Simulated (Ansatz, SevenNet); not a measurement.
**C axis length of AlCr2C (P6₃/mmc, No. 194, 8 atoms in the cell; start mp-9956) at several levels of theory**

No measured value is used here.

| level (code) | value (Å) |
|---|---|
| SevenNet-0 | 12.648 |
| SevenNet-l3i5 | 12.681 |
| LDA (Ansatz) | ___ |
| PBE (Ansatz) | ___ |
| PBEsol (Ansatz) | 12.600 |
| PBE-D3(BJ) (Ansatz) | 12.590 |
| PBE-D4 (Ansatz) | 12.594 |
| r²SCAN-D4 (Ansatz) | 12.601 |
| r²SCAN+rVV10 (Ansatz) | ___ |

### Question
Fill in the missing entries.

### Answer

- LDA (Ansatz, a first-principles code), value (Å): 12.478
- PBE (Ansatz), value (Å): 12.704
- r²SCAN+rVV10 (Ansatz), value (Å): 12.618

The crystal itself was run without spin with LDA, PBE, PBEsol, PBE-D3(BJ), PBE-D4, r²SCAN-D4, r²SCAN+rVV10; a magnetic state was not tried in these runs. SevenNet-0, SevenNet-l3i5, LDA, PBE, PBEsol, PBE-D3(BJ), PBE-D4, r²SCAN-D4, r²SCAN+rVV10: the relaxation could not lower the start's symmetry, so the cell can be a saddle point above a distorted one. Ansatz's density-functional and Hartree–Fock values are scalar-relativistic unless marked +SOC, with PAW data made under PBE.

Machine-learned potentials (SevenNet-0, SevenNet-l3i5) are trained on DFT data: a solid inside that data is no test of them.

A start named mp-… is a Materials Project structure, which need not be a measured phase.
